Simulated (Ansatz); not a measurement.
The starting structures come from a database of crystals and need not be the phases stable at ambient conditions.

By PBEsol, the system below comes out a metal.

Given:

```yaml
crystal:
  lattice:
    - [3.27693, 0.00000, 0.00000]
    - [1.63847, 6.69897, 0.00000]
    - [1.63847, -1.19903, 7.94341]
  atoms:
    - { symbol: Mo, position: [0.87655, 0.87529, 0.37161] }
    - { symbol: Mo, position: [0.12345, 0.12471, 0.62839] }
    - { symbol: Mo, position: [0.21641, 0.43297, 0.13421] }
    - { symbol: Mo, position: [0.78359, 0.56703, 0.86579] }
    - { symbol: As, position: [0.08211, 0.78945, 0.04633] }
    - { symbol: As, position: [0.91789, 0.21055, 0.95367] }
    - { symbol: As, position: [0.72862, 0.85825, 0.68451] }
    - { symbol: As, position: [0.27138, 0.14175, 0.31549] }
    - { symbol: As, position: [0.47548, 0.41982, 0.62922] }
    - { symbol: As, position: [0.52452, 0.58018, 0.37078] }
```

Space group of this cell: C2/m. The cell is taken as given; by PBEsol its mean pressure is -3.6 GPa.

The current flows along the normal of the first two printed cell vectors. No spin-orbit coupling; the value is a mean over 0.1 eV about the Fermi level.

### Question
Compute, with PBEsol (Ansatz, a program for electronic structure), the ballistic conductance per area.

### Answer
0.26 × 10¹⁵ S/m² for both spins.
